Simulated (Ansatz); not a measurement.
CuAu: pressure 9 GPa

Start from CuAu (space group P4/mmm, No. 123; a = 2.882 Å, c = 3.615 Å).

It is then changed as follows: cell and atoms relaxed at a pressure of 9 GPa.

Calculations: Kohn–Sham DFT with the PBE functional, run in Ansatz (a quantum-chemistry and plane-wave program) with PAW and 420 eV plane waves, without spin-orbit coupling. Γ-centred 16×16×13 mesh, Fermi–Dirac width 0.05 eV.

| quantity | base | changed | shift |
|---|---|---|---|
| volume per atom | 15.01 Å³ | 14.20 Å³ | -0.81 Å³ |
| density | 14.41 g/cm³ | 15.23 g/cm³ | +0.82 g/cm³ |
| lattice parameter a | 2.882 Å | 2.837 Å | -0.0441 Å |
| c/a ratio | 1.254 | 1.243 | -0.011 |
| shortest interatomic distance | 2.724 Å | 2.671 Å | -0.0522 Å |
| enthalpy H = E + PV relative to the base's energy | – | +0.82 eV/atom | – |
| band gap | zero | zero | – |

Load acts through the strain it causes; cell and atoms are relaxed under it. Whether these cells are dynamically stable was not tested. No other phases were tried under pressure. The final runs are not spin-polarised.
